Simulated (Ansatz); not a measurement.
The parent structure is SiO$_{2}$ in the rutile structure (space group P4_2/mnm, No. 136; a = 4.185 Å, c = 2.668 Å).

Level of theory: r2SCAN in Ansatz (plane waves to 500 eV, PAW, no SOC), earlier PAW set.

Strains are applied to the cell and any free atomic positions relax.

One change was made to it. Results:

```json
[
 {"quantity": "valence-band top at Γ (three highest levels, from the VBM)", "base": "0.00, -0.88, -0.88 eV", "after": "0.00, -0.81, -0.81 eV"},
 {"quantity": "electron mass", "base": "0.38 mₑ along c, 0.48 mₑ across (at Γ)", "after": "0.36 mₑ along c, 0.46 mₑ across (at Γ)"},
 {"quantity": "band gap", "base": "6.53 eV", "after": "5.59 eV"},
 {"quantity": "energy relative to the base (free energy F)", "base": "0 meV/atom", "after": "+24 meV/atom"}
]
```

Which of these changes matches the shifts?
(A) isotropic strain +1.90 %
(B) isotropic strain −0.91 %
(C) isotropic strain +0.92 %

A, isotropic strain +1.90 %. For comparison, the band gap in the other runs: isotropic strain −0.91 % gives 7.01 eV; isotropic strain +0.92 % gives 6.06 eV.

Masses are band curvatures over ±0.01 Å⁻¹ around the edge. Whether these cells are dynamically stable was not tested.

Ansatz is a program for electronic structure.
